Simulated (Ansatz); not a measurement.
End structure of a constructed model of the (111) surface of fcc Ir, a pseudomorphic layer of Ag in the host's stacking (bottom of the slab: a bare face, its two planes held):

```
CELL_PARAMETERS angstrom
      2.73720     0.00000     0.00000
     -1.36860     2.37048     0.00000
      0.00000     0.00000    30.00000
ATOMIC_POSITIONS crystal
  Ir 0.33333 0.66667 0.27165
  Ir 0.66667 0.33333 0.34615
  Ir 0.00000 0.00000 0.41989
  Ir 0.33333 0.66667 0.49467
  Ir 0.66667 0.33333 0.56899
  Ir 0.00000 0.00000 0.64201
  Ag 0.33333 0.66667 0.72393
```

Model: 7-atom slab, 13.7 Å thick at the start with caps and adatoms (thin: gaps and levels are the slab's own), 16x16x1 mesh, Fermi-Dirac 0.1 eV, dipole correction, single point; on the structure that PBE left under its start's symmetry; no spin, no spin-orbit, no U. In PBE it is, or lies within 0.01 eV a 1x1 cell of, the lowest of the 2 structures of its composition computed so far; subsurface sites and larger cells were not tried.

Predict the work function of the top face from r2SCAN, at the PBE geometry in Ansatz (a first-principles code).

4.82 eV
